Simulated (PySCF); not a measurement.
PySCF 2.14.0, WB97X/def2-svp, df: Ti(Cl)3(NH2) ([NH2][Ti]([Cl])([Cl])[Cl]), 7 atoms. The geometry is a generated start, not checked to be a minimum at this level.

```
Item                           Value
-------------------  ---------------
task                          energy
method                         wb97x
basis                       def2-svp
two-electron scheme  density fitting
mol.max_memory               3000 MB
mf.max_cycle                     100
mf.conv_tol          1e-09 (default)
mf.grids.level           3 (default)
basis functions                  109
grid points                   111064
```

```xyz
7

Ti     0.3191     0.5095     0.0652
Cl     2.2725     0.3554    -0.7751
Cl     0.5349     1.0644     2.1130
Cl    -0.6276     2.1788    -0.8764
N     -0.6225    -1.0315    -0.1318
H     -0.3614    -1.8298    -0.7145
H     -1.5150    -1.2468     0.3198
```

Charge 0 and multiplicity 1 are set for this test and not shown to be the ground state.

With the defaults (mf.DIIS = CDIIS, mf.diis = true, mf.diis_space = 8, mf.init_guess = minao, mf.level_shift = 0, mf.damp = 0, mf.diis_start_cycle = 1) it converges in 14 Fock builds. One run each on 2 threads, 1 BLAS thread, with these changes:
- mf.diis = false, mf.damp = 0.7, mf.diis_start_cycle = 999
- mf.DIIS = EDIIS
- mf.diis = false
- mf.init_guess = sap
- mf.diis_space = 20
- mf.level_shift = 0.3 Hartree
- mf.init_guess = huckel
- mf.diis_space = 3
- mf.diis_space = 12

Task: Which of these changes keep the SCF from converging, or lead it to another solution?

Result: No convergence: mf.DIIS = EDIIS; mf.diis = false (the run ends without SCF convergence in 100 cycles). The rest reach the solution of the defaults.

```
setting                                                    Fock builds             end
---------------------------------------------------------  -----------  --------------
the defaults                                                        14   same solution
mf.diis_space = 20                                                  14   same solution
mf.diis_space = 12                                                  14   same solution
mf.diis_space = 3                                                   18   same solution
mf.level_shift = 0.3 Hartree                                        18   same solution
mf.init_guess = sap                                                 19   same solution
mf.init_guess = huckel                                              28   same solution
mf.diis = false, mf.damp = 0.7, mf.diis_start_cycle = 999           42   same solution
mf.DIIS = EDIIS                                                    101  no convergence
mf.diis = false                                                    101  no convergence
```
